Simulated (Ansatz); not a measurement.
Consider Ag in the fcc (Cu type) structure (space group Fm-3m, No. 225; a = 4.001 Å; relaxed with 0.1 eV smearing). Axes: x, y, z lie along the cube axes.

Level of theory: plane-wave PAW DFT at the LDA level (Ansatz, a program for electronic structure, 420 eV), no SOC.

It is then changed as follows: the cell is scaled by 0.9800 in all directions; the atoms relax in the strained cell.

Problem. Predict the stress tensor and what it implies for the stiffness.

Solution. Stress of the strained cell less that of the base (GPa, compression positive):
```
   10.0     0.0     0.0
    0.0    10.0     0.0
    0.0     0.0    10.0
```

Then B = −ΔP/(ΔV/V₀) with ΔV/V₀ = -0.0588 gives secant stiffness values (nonlinear terms included at this strain): B ≈ 170 GPa.

As a check, the harmonic strain energy −½ V₀ Δσ:ε is 30 meV/atom; the computed energy rise is 27 meV/atom.

Whether these cells are dynamically stable was not tested.
